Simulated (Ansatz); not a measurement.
We consider BaAl₄ (I4/mmm, No. 139), described by LDA (PAW; Ansatz, a quantum-chemistry and plane-wave program).

Run with plane-wave cutoff 520 eV, 18×18×18 k mesh, Fermi–Dirac smearing 0.05 eV, scalar-relativistic PAW data made under PBE.

A third-order Birch–Murnaghan fit to the energies gives V0 = 22.325 Å³/atom, B0 = 57.9 GPa, B′ = 4.1.

```
V (Å³/atom)  P (GPa)
-----------  -------
21.432             ?
21.878             ?
22.325         0.002
22.771             ?
23.218             ?
```

Q: Estimate the withheld pressures from this fit; the answers are the runs' own values.

A: 
- 21.432, P (GPa): 2.571
- 21.878, P (GPa): 1.221
- 22.771, P (GPa): -1.100
- 23.218, P (GPa): -2.093

The formula P = (3/2) B0 (x^(7/3) − x^(5/3)) [1 + (3/4)(B′ − 4)(x^(2/3) − 1)] with x = V0/V meets the computed pressures within 0.01 GPa when these rounded values are put in.

Shape and atoms are relaxed at each volume.

Note: the bulk modulus comes from volumes at which shape and atoms were relaxed.

Spin–orbit coupling is not included.

The computed numbers hold no vibrational or temperature effects.
